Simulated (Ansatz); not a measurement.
The reference is BeTe in the zinc blende structure (space group F-43m, No. 216; a = 5.664 Å).

All numbers come from PBE (Ansatz, a first-principles code; PAW; 420 eV plane waves; no spin-orbit coupling).

One change was made to it. Results:

```json
[
 {"quantity": "electron mass", "base": "1.9 mₑ along k, 0.26 mₑ across (at X)", "after": "1.8 mₑ along k, 0.26 mₑ across (at X)"},
 {"quantity": "volume per atom", "base": "22.71 Å³", "after": "22.37 Å³"}
]
```

Name the change that was made.
A) pressure 15 GPa
B) pressure 0.9 GPa
C) pressure −2 GPa

B, pressure 0.9 GPa. For comparison, the electron mass in the other runs: pressure −2 GPa gives 2.1 mₑ along k, 0.26 mₑ across (at X); pressure 15 GPa gives 1.3 mₑ along k, 0.23 mₑ across (at X).

Spin-orbit coupling, missing from the scalar runs, can matter with Te. The levels and masses belong to the bands next to the band gap. Load acts through the strain it causes; cell and atoms are relaxed under it. Effective masses come from finite differences of ±0.01 Å⁻¹. Along k means along the line from Γ to the band edge. Whether these cells are dynamically stable was not tested. No other phases were tried under pressure.
